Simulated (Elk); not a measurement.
Worked example: self-consistent single point of NiBi (P6_3/mmc, 4 atoms in the cell) in Elk

Computed with LDA (PW92), all-electron FP-LAPW, Elk's shipped species files, APW+lo basis with extra local orbitals run with Elk.

This input was run:

```
tasks
  0

rgkmax
  8.0

gmaxvr
  16.0

nxlo
  2

lorbcnd
  .true.

rmtscf
  0.91

lmaxi
  3

swidth
  0.00367493

maxscl
  100

avec
    7.6759468326   -0.0000000596    0.0000000000
   -3.8379733647    6.6475649850    0.0000000000
    0.0000000000    0.0000000000    9.7745970413

sppath
  './'

atoms
  2
  'Ni.in'
  2
  0.0000000000  0.0000000000  0.5000000000    0.0 0.0 0.0
  0.0000000000  0.0000000000  0.0000000000    0.0 0.0 0.0
  'Bi.in'
  2
  0.3333333333  0.6666666667  0.2500000000    0.0 0.0 0.0
  0.6666666667  0.3333333333  0.7500000000    0.0 0.0 0.0

ngridk
  10 10 7
```

Output (repeated stretches shortened):

```
│ Elk code version 10.2.4 │

All units are atomic (Hartree, Bohr, etc.)

│ Ground-state run starting from atomic densities │

Lattice vectors :
   7.675946833     -0.5960000000E-07   0.000000000
  -3.837973365       6.647564985       0.000000000
   0.000000000       0.000000000       9.774597041

Unit cell volume      :    498.7620602
Brillouin zone volume :   0.4973317604

Muffin-tin inner radius fraction :   0.1000000000E-01

Nuclei treated as point charges

Species :    1 (Ni)
 parameters loaded from : Ni.in
 name : nickel
 nuclear charge    :   -28.00000000
 electronic charge :    28.00000000
 atomic mass :    106991.5230
 muffin-tin radius :    2.184000000
 number of radial points in muffin-tin :    497
 atomic positions (lattice), magnetic fields (Cartesian) :
   1 :   0.00000000  0.00000000  0.00000000    0.00000000  0.00000000  0.00000000
   2 :   0.00000000  0.00000000  0.50000000    0.00000000  0.00000000  0.00000000

Species :    2 (Bi)
 parameters loaded from : Bi.in
 name : bismuth
 nuclear charge    :   -83.00000000
 electronic charge :    83.00000000
 atomic mass :    380947.9282
 muffin-tin radius :    2.548000000
 number of radial points in muffin-tin :    697
 atomic positions (lattice), magnetic fields (Cartesian) :
   1 :   0.33333333 -0.33333333 -0.25000000    0.00000000  0.00000000  0.00000000
   2 :  -0.33333333  0.33333333  0.25000000    0.00000000  0.00000000  0.00000000

Total number of atoms per unit cell :    4

Spin treatment :
 spin-unpolarised

Number of Bravais lattice symmetries :   24
Number of crystal symmetries         :   24
Crystal has inversion symmetry
Real symmetric eigensolver will be used

k-point grid :     10    10     7
k-point offset :    0.000000000       0.000000000       0.000000000
k-point set is reduced with full crystal symmetry group
Total number of k-points :       56

Muffin-tin radius times maximum |G+k| :    8.000000000
 using average radius
   [... lines left out ...]
 potential will be trimmed for |G| > 2 gkmax
Constant for pseudocharge density :   10
Radial integration step length :    4

G-vector grid sizes :     40    40    50
Number of G-vectors :    34507

Maximum angular momentum used for
 APW functions                      :    8
 outer part of muffin-tin           :    6
 inner part of muffin-tin           :    3

Total nuclear charge    :   -222.0000000
Total core charge       :    160.0000000
Total valence charge    :    62.00000000
Total excess charge     :    0.000000000
Total electronic charge :    222.0000000

Effective Wigner radius, rₛ :   0.8124885988

Number of empty states         :   16
Total number of valence states :   47
Total number of core states    :  160

Conduction state local-orbitals added automatically
Total number of local-orbitals :  324

Exchange-correlation functional :      3     0     0
 Perdew-Wang/Ceperley-Alder, Phys. Rev. B 45, 13244 (1992)
 gradient requirement :    0
 local density approximation (LDA)

Smearing type :    3
 Fermi-Dirac
Smearing width :   0.3674930000E-02
Effective electronic temperature (K) :    1160.451112

Mixing type :    3
 Broyden mixing, J. Phys. A: Math. Gen. 17, L317 (1984)

Kohn-Sham potential initialised from atomic data
│ Self-consistent loop started │
│ Loop number : 1 │
 total energy                :     -46267.0485278
│ Loop number : 2 │
 total energy                :     -46209.7137654
RMS change in Kohn-Sham potential (target) :   0.4331340449     (  0.1000000000E-05)
Absolute change in total energy (target)   :    57.33476237     (  0.1000000000E-03)
│ Loop number : 3 │
 total energy                :     -46225.3049008
RMS change in Kohn-Sham potential (target) :   0.4537863841     (  0.1000000000E-05)
Absolute change in total energy (target)   :    1.257444818     (  0.1000000000E-03)
│ Loop number : 4 │
 total energy                :     -46224.1430113
RMS change in Kohn-Sham potential (target) :   0.4688111412     (  0.1000000000E-05)
Absolute change in total energy (target)   :   0.8475283212     (  0.1000000000E-03)
│ Loop number : 5 │
 total energy                :     -46221.2201567
RMS change in Kohn-Sham potential (target) :   0.4800729381     (  0.1000000000E-05)
Absolute change in total energy (target)   :    3.134736683     (  0.1000000000E-03)
   [... lines left out ...]
Absolute change in total energy (target)   :   0.8905293202E-02 (  0.1000000000E-03)
│ Loop number : 17 │
 total energy                :     -46176.9102881
RMS change in Kohn-Sham potential (target) :   0.3970625088E-05 (  0.1000000000E-05)
Absolute change in total energy (target)   :   0.3729010597E-02 (  0.1000000000E-03)
│ Loop number : 18 │
 total energy                :     -46176.9099239
RMS change in Kohn-Sham potential (target) :   0.1467338848E-05 (  0.1000000000E-05)
Absolute change in total energy (target)   :   0.5680977483E-03 (  0.1000000000E-03)
│ Loop number : 19 │
 total energy                :     -46176.9095207
RMS change in Kohn-Sham potential (target) :   0.7117307511E-06 (  0.1000000000E-05)
Absolute change in total energy (target)   :   0.2611983291E-03 (  0.1000000000E-03)
│ Loop number : 20 │
 total energy                :     -46176.9095016
RMS change in Kohn-Sham potential (target) :   0.3082290033E-06 (  0.1000000000E-05)
Absolute change in total energy (target)   :   0.8441216778E-04 (  0.1000000000E-03)
Convergence targets achieved

│ Loop number : 21 │

Energies :
 Fermi                       :     0.335535219989
 sum of eigenvalues          :     -28456.7845091
 electron kinetic            :      53534.3057890
 core electron kinetic       :      52917.8903605
 Coulomb                     :     -98814.5182817
 Coulomb potential           :     -80800.9583684
 nuclear-nuclear             :     -3344.37810920
 electron-nuclear            :     -110139.321977
 Hartree                     :      14669.1818041
 Madelung                    :     -58414.0390975
 xc potential                :     -1190.13192975
 exchange                    :     -874.292948635
 correlation                 :     -22.4009868724
 electron entropic           :    -0.307797957567E-02
 total energy                :     -46176.9095062

Density of states at Fermi energy :    70.84523606
 (states/Hartree/unit cell)

Estimated indirect band gap :   0.6606540687E-03
 from k-point     32 to k-point     36
Estimated direct band gap   :   0.5910140453E-02
 at k-point     16

Charges :
 core                        :    160.0000000
 valence                     :    62.00000000
 interstitial                :    6.851195322
 muffin-tins (core leakage)
  species :    1 (Ni)
   atom    1                 :    26.87978364     (  0.9361882683E-03)
   atom    2                 :    26.87978364     (  0.9361882683E-03)
  species :    2 (Bi)
   atom    1                 :    80.69461870     (  0.2411807302E-02)
   atom    2                 :    80.69461870     (  0.2411807302E-02)
 total in muffin-tins        :    215.1488047
 total calculated charge     :    221.9895520
 total charge                :    222.0000000
 error                       :   0.1044800313E-01

│ Self-consistent loop stopped │
```

The run converged in 21 iterations. The count includes the last loop, which Elk runs after its targets are met.

The starting cell comes from a database of computed structures (which also holds hypothetical and non-ambient phases and stackings), without a prior relaxation at this level. Its lattice was rescaled by a random factor within 2.5 % of one. Spin-orbit coupling is off. Spin polarisation is off. Values depend on the basis (sphere radii, cutoffs, local orbitals), which need not be converged. The log's line on a gap gives a spacing of levels on this mesh, which the program prints for metals too.

Cost on one core of a shared machine: roughly 2 min.
